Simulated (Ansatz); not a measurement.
```
CELL_PARAMETERS angstrom
      3.14729     0.00000     0.00000
      1.57364     2.72563     0.00000
      0.00000     0.00000     5.24042
ATOMIC_POSITIONS crystal
  Mg 0.66667 0.66667 0.75000
  Mg 0.33333 0.33333 0.25000
```

No spin polarisation.

All numbers come from PBE (Ansatz, a program for electronic structure), without spin-orbit coupling. Γ-centred 21×21×11 mesh, Fermi–Dirac width 0.1 eV.

Question: Predict the pressure and band gap.

Answer: 
- Pressure (mean of the normal stresses, compression positive) = 0.9 GPa
- Band gap = zero

The cells carry an imposed strain or load. No phonon test of stability was made. The cell was made from Mg in the hcp (Mg type) structure (space group P6_3/mmc, No. 194) by this change: biaxial strain −1.50 %, plane normal [001], relaxed out of plane.
